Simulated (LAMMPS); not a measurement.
System: Ag (fcc), 4000 atoms, at 1110 K and 0 GPa, heated as the crystal.

Computed with classical MD, pair style eam, the elements' _u3.eam files (universal-3 set of Foiles, Baskes and Daw) (LAMMPS).

- state found: crystal; no diffusion seen in 30 ps
- density: 9.6653 ± 0.0007 g/cm³
- volume per atom: 18.532 ± 0.001 Å³
- enthalpy per atom: -2.5332 ± 0.0002 eV
- first peak of g(r): 2.89 Å, height 3.7
- coordination number: 12.1 (counted to 3.66 Å)
- most common Ag-Ag-Ag angle: in the 3° bin centred on 58.5° (mean of all 97°)
- mean frequency of the velocity spectrum: 3.1 THz
- cost: very roughly 5 core-minutes

Potential: the _u3.eam files of the LAMMPS distribution; the Cu file's header cites Foiles et al, Phys Rev B, 33, 7983 (1986).

States go by the mean squared displacement: a species diffuses where it passes 1.5 Å², still rises and gives D over 1e-6 cm²/s; a crystal has left its structure where atoms lie 0.35 Å off their sites on average or a cubic box changes its shape by 3 %.

Uncertainties are statistical and leave out the potential's own error.
